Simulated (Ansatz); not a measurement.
Consider AlN in the rock salt structure (space group Fm-3m, No. 225; a = 4.045 Å; a cell from a computed database, its experimental status unchecked). Axes: x, y, z lie along the cube axes.

Levels (all Ansatz, a quantum-chemistry and plane-wave program, PAW): PBEsol (420 eV, scalar-relativistic without spin-orbit coupling); HSE06 (420 eV, no SOC).

Its gap is 4.55 eV with PBEsol and 6.02 eV with HSE06.

Perturbation: a pure shear with ε_yz = ε_zy = 0.0074; the atoms relax in the strained cell.

With PBEsol the gap becomes 4.36 eV.

Problem. If the HSE06 correction stayed the same, what would the HSE06 gap be, and what does the HSE06 run give?

Solution. A rigid correction of +1.47 eV gives 5.83 eV. The HSE06 run gives 5.82 eV, so the two effects roughly add.

Single points use the geometry relaxed with PBEsol. The hybrid gap comes from the SCF mesh plus the semilocal run's edge points and a few special points and is an upper bound. Whether these cells are dynamically stable was not tested. This is not the structure that AlN has at room temperature and ambient pressure.
